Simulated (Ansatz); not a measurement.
Start from PbI$_{2}$ in the 2H-MoS2 type structure (space group P6_3/mmc, No. 194; a = 4.273 Å, c = 14.362 Å; a hypothetical phase, not in the database extracts checked).

Levels (all Ansatz, a program for electronic structure, PAW, earlier PAW set): PBEsol-D3(BJ) (420 eV, no spin-orbit coupling); PBEsol+SOC (420 eV, with spin-orbit coupling).

Its gap is 1.39 eV with PBEsol-D3(BJ) and 1.06 eV with PBEsol+SOC.

It is then changed as follows: a hydrostatic pressure of 3 GPa.

With PBEsol-D3(BJ) the gap becomes 0.33 eV.

Question: If the PBEsol+SOC correction stayed the same, what would the PBEsol+SOC gap be, and what does the PBEsol+SOC run give?

Answer: A rigid correction of -0.33 eV gives 0.00 eV. The PBEsol+SOC run gives 0.06 eV, so the correction itself changes by +0.06 eV.

Single points use the geometry relaxed with PBEsol-D3(BJ). The spin-orbit shifts are approximate. Spin-orbit coupling, missing from the scalar runs, can matter with I and Pb. Load acts through the strain it causes; cell and atoms are relaxed under it. No phonon test of stability was made. A zero or small gap of PbI2 under pressure 3 GPa can be the functional's error rather than a property of the material.
